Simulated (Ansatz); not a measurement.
Si (space group I4_132, No. 214; a hypothetical phase, not in the database extracts checked)

```yaml
crystal:
  lattice:
    - [-3.19751, 3.19751, 3.19751]
    - [3.19751, -3.19751, 3.19751]
    - [3.19751, 3.19751, -3.19751]
  atoms:
    - { symbol: Si, position: [0.00000, 0.25000, 0.50000] }
    - { symbol: Si, position: [0.25000, 0.50000, 0.00000] }
    - { symbol: Si, position: [0.50000, 0.00000, 0.25000] }
    - { symbol: Si, position: [0.25000, 0.25000, 0.25000] }
```

Calculations: Kohn–Sham DFT with the PBEsol functional, run in Ansatz (a program for electronic structure) with PAW and 420 eV plane waves, scalar-relativistic without spin-orbit coupling. k-mesh 10×10×10 (Γ-centred); smearing 0.05 eV (Fermi–Dirac).

| Property | Value |
|---|---|
| Volume per atom | 32.69 Å³ |
| Density | 1.43 g/cm³ |
| Band gap | zero |
| Total energy | -620.380 eV/atom (σ→0; compares only within this code and set-up) |

Whether these cells are dynamically stable was not tested.
